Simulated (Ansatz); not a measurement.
SrHfO3, pressure series

The parent structure is SrHfO3 (space group I4/mcm, No. 140; a = 5.714 Å, c = 8.271 Å; a cell from a computed database, its experimental status unchecked).

Cell and atoms are relaxed at each pressure.

The values are results of PBEsol (Ansatz, a quantum-chemistry and plane-wave program, PAW, no SOC), not measurements.

Candidates:
(a) pressure −2 GPa
(b) pressure 18 GPa
(c) pressure 9 GPa

Before the change:

```
Quantity   Result
---------  ------
c/a ratio   1.447
```

Question: Order them by c/a ratio, lowest first.

Answer: (a) pressure −2 GPa (1.444), (c) pressure 9 GPa (1.460), (b) pressure 18 GPa (1.472)

Load acts through the strain it causes; cell and atoms are relaxed under it. Stability against distortions was not tested. Competing high-pressure phases were not computed.
